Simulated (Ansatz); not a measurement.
The cell is built on a prototype and need not be the phase stable at ambient conditions.

By PBEsol, the system below comes out a metal.

The ballistic (Sharvin) conductance counts the channels at the Fermi level: G/A = (e²/h) × channels of both spins per area.

Here is the system:

```xyz
2
Lattice="2.7748 0.0000 0.0000 0.0000 2.7748 0.0000 0.0000 0.0000 2.8180" Properties=species:S:1:pos:R:3 pbc="T T T"
Be     1.3874     1.3874     1.4090
Pd     0.0000     0.0000     0.0000
```

Space group of this cell: P4/mmm. The cell was relaxed by PBE-D3(BJ); by PBEsol its mean pressure is 1.9 GPa.

The current flows along the normal of the first two printed cell vectors. No spin-orbit coupling; the value is a mean over 0.1 eV about the Fermi level.

State the ballistic conductance per area according to Ansatz (a first-principles code) with PBEsol.

1.0 × 10¹⁵ S/m² for both spins.
